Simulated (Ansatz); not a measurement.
Start from TiC in the rock salt structure (space group Fm-3m, No. 225).

```
CELL_PARAMETERS angstrom
      0.00000     2.14666     2.14666
      2.14666     0.00000     2.14666
      2.14666     2.14666     0.00000
ATOMIC_POSITIONS crystal
  C  0.00000 0.00000 0.00000
  Ti 0.50000 0.50000 0.50000
```

Computed with PBEsol (Ansatz, a first-principles code), no SOC.

For the base:

The density is 5.03 g/cm³.

Now apply this change: every C is replaced by Pb; the structure is relaxed again.

Tabulated Pauling electronegativity and covalent radius: C 2.55, 0.76 Å; Pb 2.33, 1.46 Å.

Task: What happens to the density?

Result: The density grows by 4.465 g/cm³ to 9.49 g/cm³.

No phonon test of stability was made. As relaxed here, TiPb is a hypothetical phase, not in the database extracts checked. All final runs are without spin polarisation.
